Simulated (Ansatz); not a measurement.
Worked example: self-consistent single point of CoSi2 (I4mm, 3 atoms in the cell) in Ansatz (a first-principles code).

Level of theory: PBEsol, default PAW files made with PBE (plane waves; Ansatz).

```xyz
3
Lattice="0.0000 2.6720 2.6720 2.6720 0.0000 2.6720 2.6720 2.6720 0.0000" Properties=species:S:1:pos:R:3 pbc="T T T"
Co     0.0000     0.0000     0.0500
Si     1.3360     1.3360     1.3360
Si     4.0079     4.0079     4.0079
```

Reference input (self-consistent single point, DFT, PBEsol, plane waves, default PAW files made with PBE): basis.ecutwfc = 420 eV; kpoints.mp_grid.grid = 11 11 11; hamiltonian.xc = pbesol; hamiltonian.pseudopotentials = {kind: paw} (the program's default PAW files); scf.occupations.method = fermi_dirac; scf.occupations.width = 0.1 eV. This run's input differs from it in these lines:

Ansatz 0.2 input:
```diff
@@ -14,3 +14,3 @@
   mp_grid:
-    grid: [11, 11, 11]
+    grid: [18, 18, 18]
 hamiltonian:
@@ -21,4 +21,4 @@
   occupations:
-    method: fermi_dirac
-    width: 0.1 eV
+    method: gaussian
+    width: 0.05 eV
 output:
```

Output, abridged:

```
SCF iter   1: F=—  HF=-6337.706976 eV  |F-HF|=—  |Δ(HF+E_count)|=         —  Δρ=1.77e-2  dr2=8.28e-2  ethr=1.77e-3  ⟨swp⟩=5.4  Hψ=42707  notcnv=0
all-band conjugate gradients solve this SCF's bands
preconditioner: auto → Kerker (q_TF=auto, 2.543 Å⁻¹)
SCF iter   2: F=—  HF=-6337.699851 eV  |F-HF|=—  |Δ(HF+E_count)|=   7.13e-3  Δρ=5.80e-3  dr2=1.19e-2  ethr=3.31e-4  ⟨swp⟩=2.0  Hψ=13928  notcnv=0  defer=181
   [... lines left out ...]
SCF iter   5: F=—  HF=-6337.699032 eV  |F-HF|=—  |Δ(HF+E_count)|=   8.07e-6  Δρ=8.37e-5  dr2=3.35e-6  ethr=4.03e-7  ⟨swp⟩=2.3  Hψ=10337  notcnv=0  defer=182
SCF iter   6: F=—  HF=-6337.699033 eV  |F-HF|=—  |Δ(HF+E_count)|=   1.65e-6  Δρ=8.04e-5  dr2=1.21e-6  ethr=1.34e-8  ⟨swp⟩=2.0  Hψ=13960  notcnv=0  defer=182
SCF iter   7: F=—  HF=-6337.699033 eV  |F-HF|=—  |Δ(HF+E_count)|=   1.40e-7  Δρ=1.95e-5  dr2=1.07e-7  ethr=4.85e-9  ⟨swp⟩=2.3  Hψ=11249  notcnv=0  defer=182
SCF iter   8: F=-6337.699033 eV  HF=-6337.699033 eV  |F-HF|=4.12e-9  |Δ(HF+E_count)|=   7.31e-9  Δρ=4.62e-6  dr2=5.71e-9  ethr=4.00e-10  ⟨swp⟩=5.0  Hψ=26720  notcnv=0
SCF 1 converged in 8 iterations: F = -6337.699033 eV  dr2 = 5.71e-9
Free energy (F): -6337.699033 eV
Internal energy: -6337.697677 eV  (E = F + TS)
E sigma→0 (E₀):  -6337.698355 eV
Entropy (-TS):   -0.001356 eV (-0.452 meV/atom)
Fermi energy:    12.880193 eV
--- Forces (eV/Å), atoms counted from 1 ---
  atom   1  Co     0.00000000     0.00000000    -0.58207120
  atom   2  Si    -0.00000000    -0.00000000     0.29103345
  atom   3  Si     0.00000000     0.00000000     0.29103345
--- Stress (GPa, compression-positive) ---
       -3.106134       0.000000       0.000000
        0.000000      -3.106134       0.000000
        0.000000       0.000000      -3.201670
  P = ⅓ Tr σ = -3.1380 GPa (-31.380 kbar)
  The stress holds the Pulay correction. Without it, at fixed plane waves, as pw.x and ABINIT print it: P = -3.2184 GPa
```

The run converged in 8 iterations. Against the reference run the free energy rises by 6.0 meV/atom, the pressure moves little (-3.07 to -3.14 GPa) and the largest force hardly changes (0.580 to 0.582 eV/Å).

The starting cell has typed, rounded lattice constants, without a prior relaxation at this level. Its lattice was rescaled by up to half a per cent. One atom was moved a little off its site on purpose. Spin polarisation is off. With a pressure of about -3 GPa the cell is away from its equilibrium volume at this level. Ansatz's pressure includes its estimate of the finite-basis (Pulay) stress.
